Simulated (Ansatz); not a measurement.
```yaml
crystal:
  lattice:
    - [0.00000, 2.65515, 2.65515]
    - [2.65515, 0.00000, 2.65515]
    - [2.65515, 2.65515, 0.00000]
  atoms:
    - { symbol: Li, position: [0.00000, 0.00000, 0.00000] }
    - { symbol: Br, position: [0.50000, 0.50000, 0.50000] }
```

Problem. List the harmonic phonon frequencies (cm⁻¹; finite displacements on a 6×6×6 mesh, DFT at the LDA level (Ansatz, a program for electronic structure), k mesh 6×6×6) at q = (0.167, 0.333, -0.500), (0.000, 0.000, -0.500), (0.000, 0.167, 0.167), in fractions of this cell's reciprocal vectors. At Γ leave out the LO-TO shift.

Solution. 
- (0.167, 0.333, -0.500): 84, 86, 116, 210, 212, 287
- (0.000, 0.000, -0.500): 76, 76, 131, 214, 214, 374
- (0.000, 0.167, 0.167): 45, 45, 78, 200, 200, 319

The PAW data sets were generated under PBE and serve the other functionals too.
